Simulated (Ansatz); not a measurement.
Base system: SiC in the zinc blende structure (space group F-43m, No. 216; a = 4.3798 Å).

Method: plane-wave PAW DFT at the PBE level (Ansatz, an electronic-structure program, 420 eV), scalar-relativistic without spin-orbit coupling.

Strains are applied to the cell and any free atomic positions relax.

One change was made to it. Results:

The smallest direct gap increases by 0.06 eV, from 4.53 eV to 4.59 eV; the band gap falls by 0.057 eV, from 1.37 eV to 1.32 eV; the energy grows by 27 meV/atom; the electron mass becomes 0.66 mₑ along k, 0.22 mₑ across (at X) (base: 0.68 mₑ along k, 0.23 mₑ across (at X)).

**Question.** What was done to the base?
A) isotropic strain −2.00 %
B) isotropic strain −3.00 %
C) isotropic strain +0.50 %
D) isotropic strain −0.50 %

**Answer.** A, isotropic strain −2.00 %. For comparison, the energy relative to the base in the other runs: isotropic strain −0.50 % gives +1.6 meV/atom; isotropic strain −3.00 % gives +62 meV/atom; isotropic strain +0.50 % gives +1.6 meV/atom.

Masses are band curvatures over ±0.01 Å⁻¹ around the edge. Along k means along the line from Γ to the band edge. No phonon test of stability was made.
